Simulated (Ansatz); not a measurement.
Input:

```
CELL_PARAMETERS angstrom
      2.75189     0.00000     0.00000
     -1.37595     2.38321     0.00000
      0.00000     0.00000     4.48447
ATOMIC_POSITIONS crystal
  Re 0.66667 0.33333 0.75000
  Re 0.33333 0.66667 0.25000
```

No spin polarisation.

Method: PBEsol, PAW, 420 eV (Ansatz, a quantum-chemistry and plane-wave program; scalar-relativistic without spin-orbit coupling). Settings: 24×24×13 k-points, 0.1 eV Fermi–Dirac smearing.

Question: What band gap does the calculation give?

Answer: Zero.

Question: Predict the pressure (mean of the normal stresses, compression positive).

Answer: -3.8 GPa.

The cells carry an imposed strain or load. Stability against distortions was not tested. All final runs are without spin polarisation. The cell was made from Re in the hcp (Mg type) structure (space group P6_3/mmc, No. 194) by this change: uniaxial strain ε_zz = +1.00 %.
